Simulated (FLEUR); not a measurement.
Input and output of a self-consistent single point for NaHg3 (Pm-3m, 4 atoms in the cell) (FLEUR).

Level of theory: FLEUR with PBEsol, all-electron FLAPW (FLEUR), scalar-relativistic valence.

```
CELL_PARAMETERS angstrom
      4.64063     0.00000     0.00000
      0.00000     4.64063     0.00000
      0.00000     0.00000     4.64063
ATOMIC_POSITIONS crystal
  Na 0.00000 0.00000 0.00000
  Hg 0.00000 0.50000 0.50000
  Hg 0.50000 0.00000 0.50000
  Hg 0.50000 0.50000 0.00000
```

Reference input (self-consistent single point, DFT, LDA (Perdew-Zunger), all-electron FLAPW (FLEUR), scalar-relativistic valence): Kmax = 3.8 1/bohr; GmaxXC = 15.2 1/bohr; xcFunctional = pz; jspins = 1; l_soc = F; mode = gauss; fermiSmearingEnergy = 0.00734986 Htr; mesh (inpgen div1-3) = 10 10 10; inpgen gamma flag = true; Gmax = 15.2 1/bohr; numbands = 0; maxIterBroyd = 40. This run's input differs from it in these lines:

```diff
@@ -16,3 +16,3 @@
 &comp jspins=1 /
-&exco xctyp='pz' /
+&exco xctyp='PBEs' /
 &kpt div1=10 div2=10 div3=10 gamma=t /
@@ -29,3 +29,3 @@
       <coreElectrons ctail="T" frcor="F" kcrel="0" coretail_lmax="0"/>
-      <xcFunctional name="pz" relativisticCorrections="F"/>
+      <xcFunctional name="PBEs" relativisticCorrections="F"/>
       <magnetism jspins="1"/>
```

Output, abridged:

```
 Iteration:     1   Distance:      13.20143619 me/bohr^3
 Iteration:     2   Distance:      12.11946660 me/bohr^3
 Iteration:     3   Distance:       5.21744648 me/bohr^3
 Iteration:     4   Distance:       0.92505419 me/bohr^3
 Iteration:     5   Distance:       0.60420824 me/bohr^3
   [... 5 lines left out ...]
 Iteration:    11   Distance:       0.00058883 me/bohr^3
 Iteration:    12   Distance:       0.00005789 me/bohr^3
 Iteration:    13   Distance:       0.00005405 me/bohr^3
 Iteration:    14   Distance:       0.00000617 me/bohr^3
 Run finished successfully
 Stop message:
   Structural relaxation: Done

[file out, last iteration]
             iter=     15
[...]
          total density-effective poten   -1.0462722539E+05
          total charge density-energy d   -1.1187437659E+03
 Updated energy parameters for spin:           1
[...]
 fermi energy and band-weighting factors:

[...]
FERMIE:
          first approx. to ef    (T=0)  :   0.240716 htr   (energy of the highest occ. eigenvalue)
          number of occ. states  (T=0)  :       1774
          first approx. to seigv (T=0)  : -44.489481 htr
          sum of weights of occ. states :  31.533000
          sum of semicore charge        :   0.000000 e
          fermi energy=   0.23942 har   work function=  -6.51492 ev
          number of valence electrons=  63.00000
     band-weighting factor for spin=    1
   [... lines left out ...]
          total moment                 =     0.00000
 Direct bandgap for spin            1 :    1.2078305117933952E-002  Htr
 ---->    free energy=                    -59131.3481070474 htr
   [... lines left out ...]
      extrapolation for T->0
 ---->    total electron energy=          -59131.3481070474 htr
 ***** TOTAL FORCES ON ATOMS *****
 TOTAL FORCE FOR ATOM TYPE=  1  X=  0.000   Y=  0.000   Z=  0.000
                       FX_TOT= 0.000000 FY_TOT= 0.000000 FZ_TOT= 0.000000
 TOTAL FORCE FOR ATOM TYPE=  2  X=  0.000   Y=  4.385   Z=  4.385
                       FX_TOT= 0.000000 FY_TOT= 0.000000 FZ_TOT= 0.000000
 Structural relaxation: Done
```

The run converged in 14 iterations. FLEUR gives forces in its relaxation mode, with a further iteration, so its stop message speaks of a relaxation. 

The starting cell comes from a database of computed structures (which also holds hypothetical and non-ambient phases and stackings), without a prior relaxation at this level. Spin-orbit coupling is off. Values depend on the basis (sphere radii, cutoffs, local orbitals), which need not be converged. The log's line on a gap gives a spacing of levels on this mesh, which the program prints for metals too.

These are the values that this program gave, and no reference: the default basis lacks the next d shell.

Cost on one core of a shared machine: roughly 3 min.
